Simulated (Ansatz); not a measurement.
For TaTe (model structure, Fm-3m, No. 225, 2 atoms in the cell), PBEsol (PAW; Ansatz, a first-principles code) gives:

```
Quantity                               Value
------------------------------  ------------
equilibrium lattice constant a       5.623 Å
bulk modulus                         120 GPa
cohesive energy                 5.13 eV/atom
```

Task: What does r²SCAN in Ansatz (plane waves, PAW) give for the same quantities?

Result: 
- lattice constant a: 5.669 Å (rises by 0.8 %)
- bulk modulus: 115 GPa (falls by 4.2 %)
- cohesive energy: 4.29 eV/atom (falls by 0.84 eV/atom)

Changes are worked out from the printed values.

Unless a cell is named, each level is at its own relaxed cell (PBEsol 22.22, r²SCAN 22.77 Å³/atom).

Levels without +SOC leave out spin–orbit coupling, which shifts energies and cells of such heavy elements.

Caveats: the bulk modulus is −V dP/dV from two relaxed cells at ±2 % in volume (PBEsol, r²SCAN). Ansatz's density-functional and Hartree–Fock values are scalar-relativistic unless marked +SOC, with PAW data made under PBE.

A model structure was made by putting elements into a prototype or built by hand; it is no filed structure, need not be a known phase, and can be a saddle point held by its symmetry.
